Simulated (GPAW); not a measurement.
A self-consistent single point of CdSe (F-43m, 2 atoms in the cell) with GPAW

Method of the run: revPBE, GPAW PAW datasets revPBE (gpaw-data 1.0.1) (plane waves; GPAW 25.7.0).

Input as run:

```python
from ase import Atoms
from ase.units import GPa
from gpaw import GPAW

atoms = Atoms(['Cd', 'Se'],
              cell=[[0.000000, 3.070270, 3.070270],
                    [3.070270, 0.000000, 3.070270],
                    [3.070270, 3.070270, 0.000000]],
              scaled_positions=[[0.000000, 0.000000, 0.000000],
                                [0.750000, 0.750000, 0.750000]],
              pbc=True)

calc = GPAW(mode={'name': 'pw', 'ecut': 550},
            xc='revPBE',
            kpts=(5, 5, 5),
            occupations={'name': 'fermi-dirac', 'width': 0.05},
            nbands=-8,
            convergence={'density': 1e-05, 'bands': -6},
            symmetry={'symmorphic': False, 'tolerance': 0.0005},
            maxiter=120)

atoms.calc = calc

energy = atoms.get_potential_energy()
print('Energy (eV):', round(energy, 6))
forces = atoms.get_forces()
print('Forces (eV/Ang):')
print(forces.round(5))
stress = atoms.get_stress()
print('Stress (GPa, Voigt):', (stress / GPa).round(4))
```

Output, abridged:

```
Input parameters:
  convergence: {bands: -6,
                density: 1e-05}
  kpts: [5 5 5]
  maxiter: 120
  mode: {ecut: 550,
         name: pw}
  nbands: -8
  occupations: {name: fermi-dirac,
                width: 0.05}
  symmetry: {symmorphic: False,
             tolerance: 0.0005}
  xc: revPBE

species:
  Cd:
    name: Cadmium
    Z: 48.0
    valence: 12
    core: 36
    charge: 0.0
    file: Cd.revPBE.gz

    # Using partial waves for Cd as LCAO basis

  Se:
    name: Selenium
    Z: 34.0
    valence: 6
    core: 28
    charge: 0.0
    file: Se.revPBE.gz

    # Using partial waves for Se as LCAO basis

Reference energy: -218287.437515  # eV

Spin-paired calculation

Convergence criteria:
 Maximum [total energy] change in last 3 cyles: 0.0005 eV / valence electron
 Maximum integral of absolute [dens]ity change: 1e-05 electrons / valence electron
 Maximum integral of absolute [eigenst]ate change: 4e-08 eV^2 / valence electron
 Maximum number of scf [iter]ations: 120

Symmetries present (total): 24
Symmetries with fractional translations: 0
125 k-points: 5 x 5 x 5 Monkhorst-Pack grid
10 k-points in the irreducible part of the Brillouin zone
       k-points in crystal coordinates                weights
   0:     0.00000000    0.00000000    0.00000000          1/125
   1:     0.20000000    0.20000000    0.00000000          6/125
   2:     0.20000000    0.20000000    0.20000000          8/125
   [... 7 lines left out ...]

Wave functions: Plane wave expansion
  Cutoff energy: 550.000 eV
  Number of coefficients (min, max): 1685, 1708
  Pulay-stress correction: 0.000000 eV/Ang^3 (de/decut=0.000000)

Occupation numbers: Fermi-Dirac:
  width: 0.0500  # eV

Eigensolver

Densities:
  Coarse grid: 24*24*24 grid
  Fine grid: 48*48*48 grid
  Total Charge: 0.000000

Density mixing:
  Method: separate
  Backend: pulay
  Linear mixing parameter: 0.05
  old densities: 5
  Damping of long wavelength oscillations: 50

Hamiltonian:
  XC and Coulomb potentials evaluated on a 48*48*48 grid
  External potential:
    NoExternalPotential

XC parameters: revPBE with 2 nearest neighbor stencil

Number of atoms: 2
Number of atomic orbitals: 13
Number of bands in calculation: 17
Number of valence electrons: 18
Bands to converge: 11

Density initialized from atomic densities
  13 bands from LCAO basis set
  4 bands from random numbers

Atomic positions and initial magnetic moments

Positions:
   0 Cd     0.000000    0.000000    0.000000    ( 0.0000,  0.0000,  0.0000)
   1 Se     4.605405    4.605405    4.605405    ( 0.0000,  0.0000,  0.0000)

Unit cell:
           periodic     x           y           z      points  spacing
  1. axis:    yes    0.000000    3.070270    3.070270    24     0.1477
  2. axis:    yes    3.070270    0.000000    3.070270    24     0.1477
  3. axis:    yes    3.070270    3.070270    0.000000    24     0.1477

  Lengths:   4.342017   4.342017   4.342017
  Angles:   60.000000  60.000000  60.000000

Effective grid spacing dv^(1/3) = 0.1612

     iter     time        total  log10-change:
                         energy   eigst   dens
iter:   1 --:--:--    -5.457963   +0.34
iter:   2 --:--:--    -5.378501   -1.31  -1.15
iter:   3 --:--:--    -5.105512   -1.44  -1.19
iter:   4 --:--:--    -5.098191   -3.36  -1.61
iter:   5 --:--:--    -5.106990c  -2.78  -1.66
iter:   6 --:--:--    -5.101412c  -3.96  -2.45
iter:   7 --:--:--    -5.098639c  -3.56  -2.61
iter:   8 --:--:--    -5.098790c  -4.72  -3.03
iter:   9 --:--:--    -5.098730c  -5.03  -3.19
iter:  10 --:--:--    -5.098732c  -6.11  -3.78
iter:  11 --:--:--    -5.098732c  -7.67c -4.07
iter:  12 --:--:--    -5.098733c  -7.83c -4.08
iter:  13 --:--:--    -5.098734c  -7.38  -4.15
iter:  14 --:--:--    -5.098734c  -8.91c -4.20
iter:  15 --:--:--    -5.098734c  -6.80  -4.25
iter:  16 --:--:--    -5.098734c  -8.65c -4.65
iter:  17 --:--:--    -5.098734c  -8.14c -4.72
iter:  18 --:--:--    -5.098734c  -9.46c -4.89
iter:  19 --:--:--    -5.098734c  -9.23c -4.88
iter:  20 --:--:--    -5.098734c  -8.74c -4.94
iter:  21 --:--:--    -5.098734c  -9.85c -4.94
iter:  22 --:--:--    -5.098734c  -9.80c -4.98
iter:  23 --:--:--    -5.098734c  -9.12c -5.03c

Converged after 23 iterations.

Dipole moment: (3.152103, 3.152103, 3.152103) |e|*Ang

Energy contributions relative to reference atoms: (reference = -218287.437515)

Kinetic:        +20.174511
Potential:      -18.306177
External:        +0.000000
XC:              -7.017738
Entropy (-ST):   -0.000026
Local:           +0.050683
SIC:             +0.000000
--------------------------
Free energy:     -5.098747
Extrapolated:    -5.098734

Showing only first 2 kpts
 Kpt  Band  Eigenvalues  Occupancy
  0     7      3.43093    1.99862
  0     8      3.43093    1.99862
  0     9      4.10244    0.00424
  0    10      9.39304    0.00000

  1     7      2.72680    2.00000
  1     8      2.72680    2.00000
  1     9      6.27461    0.00000
  1    10      8.11606    0.00000

Fermi level: 3.79479

Gap: 0.672 eV
Transition (v -> c):
  (s=0, k=0, n=8, [0.00, 0.00, 0.00]) -> (s=0, k=0, n=9, [0.00, 0.00, 0.00])
No difference between direct/indirect transitions
Energy (eV): -5.098734

Forces in eV/Ang:
  0 Cd   -0.00000   -0.00000   -0.00000
  1 Se    0.00000   -0.00000   -0.00000

Stress tensor:
    -0.015338    -0.000000    -0.000000
    -0.000000    -0.015338     0.000000
    -0.000000     0.000000    -0.015338
Stress (GPa, Voigt): [-2.4574 -2.4574 -2.4574  0.     -0.     -0.    ]
```

The run converged in 23 iterations. GPAW prints stress with tension positive.

The starting cell comes from a database of computed structures (which also holds hypothetical and non-ambient phases and stackings), without a prior relaxation at this level. Another mesh or the band path of this cell gives a smaller gap, so this value is not converged in the mesh.
